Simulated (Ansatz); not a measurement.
## Pressure series in InHO2

Take InHO2 (space group Pnnm, No. 58; a = 4.521 Å, b = 5.282 Å, c = 3.287 Å; a cell from a computed database, its experimental status unchecked) as the base.

Cell and atoms are relaxed at each pressure.

The values are results of Ansatz (a program for electronic structure) PBEsol, scalar-relativistic without spin-orbit coupling, not measurements.

Notes on the quantities. enthalpy: H = E + PV relative to the base's energy.

```tsv
change	enthalpy	band gap	shortest interatomic distance
base	–	1.98 eV	1.216 Å
pressure −2 GPa	-0.12 eV/atom	1.89 eV	1.219 Å
pressure −1 GPa	-0.06 eV/atom	1.94 eV	1.217 Å
pressure 0.3 GPa	+0.02 eV/atom	1.99 eV	1.215 Å
pressure 0.7 GPa	+0.04 eV/atom	2.01 eV	1.215 Å
pressure 1.5 GPa	+0.09 eV/atom	2.04 eV	1.213 Å
pressure 3 GPa	+0.18 eV/atom	2.10 eV	1.211 Å
pressure 7.5 GPa	+0.45 eV/atom	2.26 eV	1.205 Å
pressure 10 GPa	+0.60 eV/atom	2.34 eV	1.202 Å
```

Load acts through the strain it causes; cell and atoms are relaxed under it. Whether these cells are dynamically stable was not tested. Competing high-pressure phases were not computed.
